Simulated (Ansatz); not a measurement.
Functionals compared on the (332) surface of bcc Li in its 1x1 cell, outermost plane spacing 0.73 Å in the ideal cut, in Ansatz (plane waves, PAW). The structure was relaxed with PBE; the other rows are single points on it, each with its references at the same level. Cutoff 420 eV (500 eV for r2SCAN).

Slab: 15 atoms, 10.3 Å thick at the start (thin: gaps and levels are the slab's own); k 8x7x1, smearing 0.1 eV, dipole-corrected; all atoms relaxed; held to the start's symmetry, so lower structures may exist; no spin, no spin-orbit, no U. These notes are the PBE run's.

```json
[
 {"functional": "PBE", "surface energy (J/m²)": "0.53", "work function of the top face (eV)": "2.83", "rough cost of the single point": "–"},
 {"functional": "LDA", "surface energy (J/m²)": "[?]", "work function of the top face (eV)": "[?]", "rough cost of the single point": "very roughly 40 core-seconds"},
 {"functional": "PBEsol", "surface energy (J/m²)": "0.55", "work function of the top face (eV)": "2.85", "rough cost of the single point": "about 40 core-seconds (a rough figure)"},
 {"functional": "RPBE", "surface energy (J/m²)": "0.49", "work function of the top face (eV)": "2.78", "rough cost of the single point": "very roughly 40 core-seconds"},
 {"functional": "r2SCAN", "surface energy (J/m²)": "0.53", "work function of the top face (eV)": "2.79", "rough cost of the single point": "around 70 core-seconds (rough)"}
]
```

Q: What belongs in the gaps?

A: 
- LDA, surface energy (J/m²): 0.58
- LDA, work function of the top face (eV): 2.91

Ansatz is a program for electronic structure.
